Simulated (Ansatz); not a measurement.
The starting structures come from a database of crystals and need not be the phases stable at ambient conditions.

Data:

```yaml
crystal:
  lattice:
    - [4.00239, 0.00000, 0.00000]
    - [0.00000, 6.57780, 0.00000]
    - [2.00120, 0.00000, 3.46617]
  atoms:
    - { symbol: Al, position: [0.33333, 0.99932, 0.33333] }
    - { symbol: Al, position: [0.66667, 0.49932, 0.66667] }
    - { symbol: As, position: [0.33333, 0.62468, 0.33333] }
    - { symbol: As, position: [0.66667, 0.12468, 0.66667] }
```

Space group of this cell: P6_3mc, wurtzite. The cell is taken as given.

All values below come from PBEsol (plane waves, PAW; Ansatz, a quantum-chemistry and plane-wave program).

The current runs along the normal of the first two printed vectors; no spin-orbit coupling. Scaled by the factor s: all lengths (ions clamped). The meshes follow the cell: 10×6×10 and 8×6 across at s = 0.98, 10×6×10 and 8×6 across at s = 1.00, 8×6×8 and 8×6 across at s = 1.02.

```json
[
 {"s": "0.98", "mean pressure (GPa)": "5.1", "band gap (eV)": "?"},
 {"s": "1.00", "mean pressure (GPa)": "0.1", "band gap (eV)": "1.65"},
 {"s": "1.02", "mean pressure (GPa)": "-3.7", "band gap (eV)": "1.48"}
]
```

Task: Take the slope of the band gap against ln s from the two given rows, extrapolate to s = 0.98, and say what the run there gives.

Result: Slope = (1.48 − 1.65) / ln 1.02 = -8.58 eV. The line gives 1.65 + (-8.58) × ln 0.98 = 1.82 eV. The run gives 1.62 eV, 0.20 eV under the line, 117 % of the predicted step.
